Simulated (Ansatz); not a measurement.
Take CdTe in the zinc blende structure (space group F-43m, No. 216; a = 6.489 Å) as the base.

Structures relaxed with DFT with PBEsol, PAW potentials and a 420 eV plane-wave cutoff in Ansatz (a first-principles code), no spin-orbit coupling.

Base:

Simulated powder pattern, Cu Kα1, λ = 1.54056 Å (kinematic, ideal powder, no thermal factors, no anomalous dispersion; the 14 strongest lines at most, above 2 %, up to 2θ = 90°):

| 2θ (°) | I/Imax (%) | hkl |
|---|---|---|
| 23.73 | 100 | (111) |
| 39.24 | 79 | (220) |
| 46.37 | 49 | (311) |
| 56.70 | 13 | (400) |
| 62.32 | 20 | (331) |
| 71.12 | 26 | (422) |
| 76.17 | 14 | (333) |
| 84.37 | 8.4 | (440) |
| 89.22 | 15 | (531) |

After one change:

Simulated powder pattern, Cu Kα1, λ = 1.54056 Å (kinematic, ideal powder, no thermal factors, no anomalous dispersion; the 14 strongest lines at most, above 2 %, up to 2θ = 90°):

```tsv
2θ (°)	I/Imax (%)
23.49	100
38.83	79
45.89	49
56.09	13
61.64	20
70.31	26
75.28	15
83.35	8.4
88.11	15
```

Task: Which change produced these results?
A. isotropic strain +1.00 %
B. isotropic strain −2.00 %
C. isotropic strain +0.50 %
D. isotropic strain +3.00 %

Result: A, isotropic strain +1.00 %. Its volume per atom is 35.18 Å³ against 34.15 Å³, and its space group is F-43m (No. 216).

Stability against distortions was not tested.
